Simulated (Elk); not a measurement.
# Elk run on HfIr3 (Pm-3m, 4 atoms in the cell): self-consistent single point

Method: Elk with PBEsol, all-electron FP-LAPW, Elk's shipped species files, LAPW+lo basis.

Input:

```
tasks
  0

xctype
  22

rgkmax
  7.5

gmaxvr
  14.0

nxoapwlo
  1

rmtscf
  0.87

stype
  0

swidth
  0.00734986

maxscl
  100

scale
  7.314944635

avec
    1.0000000000    0.0000000000    0.0000000000
    0.0000000000    1.0000000000    0.0000000000
    0.0000000000    0.0000000000    1.0000000000

atoms
  2
  'Hf.in'
  1
  0.0000000000  0.0000000000  0.0000000000    0.0 0.0 0.0
  'Ir.in'
  3
  0.0000000000  0.5000000000  0.5000000000    0.0 0.0 0.0
  0.5000000000  0.0000000000  0.5000000000    0.0 0.0 0.0
  0.5000000000  0.5000000000  0.0000000000    0.0 0.0 0.0

ngridk
  7 7 7
```

Output, abridged:

```
│ Elk code version 10.2.4 │

All units are atomic (Hartree, Bohr, etc.)

│ Ground-state run starting from atomic densities │

Lattice vectors :
   7.314944635       0.000000000       0.000000000
   0.000000000       7.314944635       0.000000000
   0.000000000       0.000000000       7.314944635

Unit cell volume      :    391.4110933
Brillouin zone volume :   0.6337332224

Muffin-tin inner radius fraction :   0.1000000000E-01

Nuclei treated as point charges

Species :    1 (Hf)
 parameters loaded from : Hf.in
 name : hafnium
 nuclear charge    :   -72.00000000
 electronic charge :    72.00000000
 atomic mass :    325367.3656
 muffin-tin radius :    2.436000000
 number of radial points in muffin-tin :    697
 atomic positions (lattice), magnetic fields (Cartesian) :
   1 :   0.00000000  0.00000000  0.00000000    0.00000000  0.00000000  0.00000000

Species :    2 (Ir)
 parameters loaded from : Ir.in
 name : iridium
 nuclear charge    :   -77.00000000
 electronic charge :    77.00000000
 atomic mass :    350390.1559
 muffin-tin radius :    2.436000000
 number of radial points in muffin-tin :    697
 atomic positions (lattice), magnetic fields (Cartesian) :
   1 :   0.00000000  0.50000000  0.50000000    0.00000000  0.00000000  0.00000000
   2 :   0.50000000  0.00000000  0.50000000    0.00000000  0.00000000  0.00000000
   3 :   0.50000000  0.50000000  0.00000000    0.00000000  0.00000000  0.00000000

Total number of atoms per unit cell :    4

Spin treatment :
 spin-unpolarised

Number of Bravais lattice symmetries :   48
Number of crystal symmetries         :   48
Crystal has inversion symmetry
Real symmetric eigensolver will be used

k-point grid :      7     7     7
k-point offset :    0.000000000       0.000000000       0.000000000
k-point set is reduced with full crystal symmetry group
Total number of k-points :       20

Muffin-tin radius times maximum |G+k| :    7.500000000
 using average radius
Maximum |G+k| for APW functions       :    3.078817734
Maximum (1/2)|G+k|²                   :    4.739559320
Maximum |G| for potential and density :    14.00000000
 potential will be trimmed for |G| > 2 gkmax
Constant for pseudocharge density :    9
Radial integration step length :    4

G-vector grid sizes :     35    35    35
Number of G-vectors :    18037

Maximum angular momentum used for
 APW functions                      :    8
 outer part of muffin-tin           :    6
 inner part of muffin-tin           :    1

Total nuclear charge    :   -303.0000000
Total core charge       :    190.0000000
Total valence charge    :    113.0000000
Total excess charge     :    0.000000000
Total electronic charge :    303.0000000

Effective Wigner radius, rₛ :   0.6756170964

Number of empty states         :   16
Total number of valence states :   73
Total number of core states    :  190

Total number of local-orbitals :  120

Exchange-correlation functional :     22     0     0
 PBEsol, Phys. Rev. Lett. 100, 136406 (2008)
 gradient requirement :    1
 generalised gradient approximation (GGA)

Smearing type :    0
 Gaussian
Smearing width :   0.7349860000E-02
Effective electronic temperature (K) :    2320.902224

Mixing type :    3
 Broyden mixing, J. Phys. A: Math. Gen. 17, L317 (1984)

Kohn-Sham potential initialised from atomic data

│ Self-consistent loop started │
│ Loop number : 1 │
 total energy                :     -68657.6002697
│ Loop number : 2 │
 total energy                :     -68658.6217366
RMS change in Kohn-Sham potential (target) :   0.1705509937     (  0.1000000000E-05)
Absolute change in total energy (target)   :    1.021466893     (  0.1000000000E-03)
│ Loop number : 3 │
 total energy                :     -68659.7722477
RMS change in Kohn-Sham potential (target) :   0.1607475315     (  0.1000000000E-05)
Absolute change in total energy (target)   :    1.405877858     (  0.1000000000E-03)
│ Loop number : 4 │
 total energy                :     -68659.7314227
RMS change in Kohn-Sham potential (target) :   0.1493348801     (  0.1000000000E-05)
Absolute change in total energy (target)   :   0.3106444751     (  0.1000000000E-03)
│ Loop number : 5 │
 total energy                :     -68658.1015867
RMS change in Kohn-Sham potential (target) :   0.1077874468     (  0.1000000000E-05)
Absolute change in total energy (target)   :    1.552174886     (  0.1000000000E-03)
│ Loop number : 6 │
 total energy                :     -68654.6569892
RMS change in Kohn-Sham potential (target) :   0.4038085290E-01 (  0.1000000000E-05)
Absolute change in total energy (target)   :    3.832641259     (  0.1000000000E-03)
│ Loop number : 7 │
 total energy                :     -68653.1388479
RMS change in Kohn-Sham potential (target) :   0.6635560868E-03 (  0.1000000000E-05)
Absolute change in total energy (target)   :    2.476301542     (  0.1000000000E-03)
│ Loop number : 8 │
 total energy                :     -68652.8592836
RMS change in Kohn-Sham potential (target) :   0.6441320467E-03 (  0.1000000000E-05)
Absolute change in total energy (target)   :   0.8986397553     (  0.1000000000E-03)
│ Loop number : 9 │
 total energy                :     -68652.8789630
RMS change in Kohn-Sham potential (target) :   0.2031104861E-03 (  0.1000000000E-05)
Absolute change in total energy (target)   :   0.2049805205     (  0.1000000000E-03)
│ Loop number : 10 │
 total energy                :     -68652.8677945
RMS change in Kohn-Sham potential (target) :   0.3694336582E-04 (  0.1000000000E-05)
Absolute change in total energy (target)   :   0.6241365679E-01 (  0.1000000000E-03)
│ Loop number : 11 │
 total energy                :     -68652.8665844
RMS change in Kohn-Sham potential (target) :   0.8658010117E-05 (  0.1000000000E-05)
Absolute change in total energy (target)   :   0.1681348972E-01 (  0.1000000000E-03)
│ Loop number : 12 │
 total energy                :     -68652.8661589
RMS change in Kohn-Sham potential (target) :   0.1004341593E-04 (  0.1000000000E-05)
Absolute change in total energy (target)   :   0.4628835639E-02 (  0.1000000000E-03)
│ Loop number : 13 │
 total energy                :     -68652.8679115
RMS change in Kohn-Sham potential (target) :   0.6914916454E-05 (  0.1000000000E-05)
Absolute change in total energy (target)   :   0.5953521177E-03 (  0.1000000000E-03)
│ Loop number : 14 │
 total energy                :     -68652.8684247
RMS change in Kohn-Sham potential (target) :   0.1028077914E-05 (  0.1000000000E-05)
Absolute change in total energy (target)   :   0.6620867498E-03 (  0.1000000000E-03)
│ Loop number : 15 │
 total energy                :     -68652.8686410
RMS change in Kohn-Sham potential (target) :   0.3730765626E-06 (  0.1000000000E-05)
Absolute change in total energy (target)   :   0.3817470424E-03 (  0.1000000000E-03)
│ Loop number : 16 │
 total energy                :     -68652.8685469
RMS change in Kohn-Sham potential (target) :   0.1320405455E-06 (  0.1000000000E-05)
Absolute change in total energy (target)   :   0.1380991307E-05 (  0.1000000000E-03)
Convergence targets achieved

│ Loop number : 17 │

Energies :
 Fermi                       :     0.533688824308
 sum of eigenvalues          :     -42052.2030388
 electron kinetic            :      77921.3338064
 core electron kinetic       :      75083.2232692
 Coulomb                     :     -145236.096805
 Coulomb potential           :     -118211.378626
 nuclear-nuclear             :     -5613.37104251
 electron-nuclear            :     -161034.072899
 Hartree                     :      21411.3471364
 Madelung                    :     -86130.4074920
 xc potential                :     -1762.15821884
 exchange                    :     -1317.42528597
 correlation                 :     -20.6802509918
 total energy                :     -68652.8685358

Density of states at Fermi energy :    74.04872216
 (states/Hartree/unit cell)

Estimated indirect band gap :   0.2118648123E-02
 from k-point     12 to k-point      1
Estimated direct band gap   :   0.7819931244E-02
 at k-point      5

Charges :
 core                        :    190.0000000
 valence                     :    113.0000000
 interstitial                :    7.086552918
 muffin-tins (core leakage)
  species :    1 (Hf)
   atom    1                 :    69.80754895     (  0.5579527631E-05)
  species :    2 (Ir)
   atom    1                 :    75.36863271     (  0.1559200500E-02)
   atom    2                 :    75.36863271     (  0.1559200500E-02)
   atom    3                 :    75.36863271     (  0.1559200500E-02)
 total in muffin-tins        :    295.9134471
 total calculated charge     :    302.9802678
 total charge                :    303.0000000
 error                       :   0.1973215145E-01

│ Self-consistent loop stopped │
```

The run converged in 17 iterations. The count includes the last loop, which Elk runs after its targets are met.

The starting cell comes from a database of computed structures (which also holds hypothetical and non-ambient phases and stackings), without a prior relaxation at this level. Its lattice was rescaled by a random factor within 2.5 % of one. Spin-orbit coupling is off. Spin polarisation is off. Values depend on the basis (sphere radii, cutoffs, local orbitals), which need not be converged. The log's line on a gap gives a spacing of levels on this mesh, which the program prints for metals too.

Cost on one core of a shared machine: roughly 60 s.
